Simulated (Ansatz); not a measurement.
The starting structures come from a database of crystals and need not be the phases stable at ambient conditions.

By PBEsol, the system below comes out a metal.

Without scattering a metal conducts by its projected Fermi surface.

Given:

```xyz
8
Lattice="4.1708 0.0000 0.0000 0.0000 4.5412 0.0000 0.0000 0.0000 5.2110" Properties=species:S:1:pos:R:3 pbc="T T T"
Cu     0.0000     0.7416     2.6055
Cu     2.0854     3.7995     0.0000
Cu     2.0854     1.5308     1.2940
Cu     2.0854     1.5308     3.9171
Cu     0.0000     3.0103     1.3116
Cu     0.0000     3.0103     3.8995
Ge     2.0854     3.7458     2.6055
Ge     0.0000     0.7953     0.0000
```

Space group of this cell: Pmmn. The cell is taken as given; by PBEsol its mean pressure is -1.4 GPa.

The current flows along the normal of the first two printed cell vectors. No spin-orbit coupling; the value is a mean over 0.1 eV about the Fermi level.

Task: Estimate the ballistic conductance per area that PBEsol (Ansatz, a first-principles code) returns for this system.

Result: 0.80 × 10¹⁵ S/m² for both spins.
